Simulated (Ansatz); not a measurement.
Effect of isotropic strain −1.00 % on PbTe

Take PbTe in the rock salt structure (space group Fm-3m, No. 225; a = 6.5343 Å) as the base.

Perturbation: an isotropic linear strain of −1.00 %; the atoms relax in the strained cell.

The values are results of plane-wave PAW DFT at the r2SCAN level (Ansatz, a first-principles code, 500 eV), without spin-orbit coupling, not measurements. Settings: 9×9×9 k-points, 0.05 eV Fermi–Dirac smearing.

- Space group: Fm-3m (No. 225) (base Fm-3m (No. 225))
- Shortest interatomic distance: 3.234 Å (base 3.267 Å)
- Energy relative to the base (free energy F): +4.3 meV/atom
- Pressure: 1.36 GPa (base 0.00 GPa)
- Band gap: 1.02 eV (base 1.09 eV)
- Gap character: direct at L (base direct at L)
- Mean gap deformation potential ΔEg/Δln V: +2.1 eV
- Width of the top valence band: 2.96 eV (base 2.77 eV)
- Electron mass: 0.33 mₑ along k, 0.12 mₑ across (at L) (base 0.34 mₑ along k, 0.12 mₑ across (at L))
- Hole mass: 0.52 mₑ along k, 0.078 mₑ across (at L) (base 0.57 mₑ along k, 0.088 mₑ across (at L))
- Valley order (the lowest conduction-band minima on the path, energy above the VBM, named in the base's zone): L along ⟨111⟩ 1.02 eV; a point along ⟨110⟩, about 0.5 Å⁻¹ from Γ 1.56 eV; a point along ⟨100⟩, about 0.3 Å⁻¹ from Γ 1.97 eV (base L along ⟨111⟩ 1.09 eV; a point along ⟨110⟩, about 0.5 Å⁻¹ from Γ 1.61 eV; a point along ⟨100⟩, about 0.3 Å⁻¹ from Γ 2.01 eV)

Final structure:

```
CELL_PARAMETERS angstrom
      0.00000     3.23448     3.23448
      3.23448     0.00000     3.23448
      3.23448     3.23448     0.00000
ATOMIC_POSITIONS crystal
  Te 0.50000 0.50000 0.50000
  Pb 0.00000 0.00000 0.00000
```

Cost of the whole job for the changed cell (relaxation, final SCF and bands): around 30 core-seconds (rough).

With Pb and Te present, leaving out spin-orbit coupling can change the band edges. Effective masses come from finite differences of ±0.01 Å⁻¹. Along k means along the line from Γ to the band edge. Whether these cells are dynamically stable was not tested.
